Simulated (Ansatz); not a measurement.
Response to strain in GaN

Consider GaN in the zinc blende structure (space group F-43m, No. 216).

```
GaN
1.0
    0.00000     2.22769     2.22769
    2.22769     0.00000     2.22769
    2.22769     2.22769     0.00000
Ga N
1 1
Cartesian
  0.00000   0.00000   0.00000
  1.11384   1.11384   1.11384
```

Strains are applied to the cell and any free atomic positions relax.

Calculations: LDA (Ansatz, a first-principles code, PAW, no SOC).

Notes on the quantities. energy relative to the base: free energy F.

```csv
variant,energy relative to the base,band gap,shortest interatomic distance,electron mass
base,0 meV/atom,1.96 eV,1.929 Å,0.18 mₑ (at Γ)
isotropic strain −3.00 %,+63 meV/atom,2.55 eV,1.871 Å,0.22 mₑ (at Γ)
isotropic strain −2.00 %,+27 meV/atom,2.35 eV,1.891 Å,0.21 mₑ (at Γ)
isotropic strain −1.50 %,+15 meV/atom,2.25 eV,1.900 Å,0.20 mₑ (at Γ)
isotropic strain −1.00 %,+6.4 meV/atom,2.15 eV,1.910 Å,0.19 mₑ (at Γ)
isotropic strain +1.00 %,+6.0 meV/atom,1.76 eV,1.949 Å,0.16 mₑ (at Γ)
isotropic strain +1.50 %,+13 meV/atom,1.67 eV,1.958 Å,0.15 mₑ (at Γ)
isotropic strain +2.00 %,+23 meV/atom,1.57 eV,1.968 Å,0.15 mₑ (at Γ)
isotropic strain +2.50 %,+36 meV/atom,1.48 eV,1.977 Å,0.14 mₑ (at Γ)
isotropic strain +3.00 %,+51 meV/atom,1.38 eV,1.987 Å,0.13 mₑ (at Γ)
```

Masses are band curvatures over ±0.01 Å⁻¹ around the edge. Whether these cells are dynamically stable was not tested. This is not the structure that GaN has at room temperature and ambient pressure.
